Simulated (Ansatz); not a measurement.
An Ansatz (a program for electronic structure) input (DFT with PBEsol, PAW potentials and a 420 eV plane-wave cutoff in Ansatz, no spin-orbit coupling):

Ansatz 0.2 input:
```yaml
crystal:
  lattice:
    - [3.0574984981, 0, 0]
    - [1.5287492491, 2.6478713714, 0]
    - [0, 0, 5.062927607]
  atoms:
    - { symbol: Si, position: [0.3333333333, 0.3333333333, 0.9995917081] }
    - { symbol: Si, position: [0.6666666667, 0.6666666667, 0.4995917081] }
    - { symbol: C, position: [0.3333333333, 0.3333333333, 0.3754082919] }
    - { symbol: C, position: [0.6666666667, 0.6666666667, 0.8754082919] }
basis: { ecutwfc: 420, ecutrho_ratio: 4, xc_grid: 2, fft_grid_basis: typed }
kpoints: { mp_grid: { grid: [12, 12, 7] } }
hamiltonian:
  xc: pbesol
  dispersion: none
  pseudopotentials: { kind: paw }
scf: { occupations: { method: fermi_dirac, width: 0.05 } }
relax: { f_tol: 0.005, max_steps: 50, cell: { stress_tol: 0.01, fix: [a, b, gamma] } }
output: { forces: true, stress: true }
checkpoint: { write: state.ck, write_every: 1000 }
```

Which symmetry and how many k-points will the program report, and about how many plane waves at Γ?

Space group P63mc (ITA 186) with 12 operations, k-points 76 of 1008, and 785 plane waves at Γ.

And the final pressure?

2.46 GPa (compression positive).

The cells carry an imposed strain or load. No phonon test of stability was made. The cell was made from SiC in the wurtzite structure (space group P6_3mc, No. 186) by this change: biaxial strain −0.60 %, plane normal [001], relaxed out of plane.
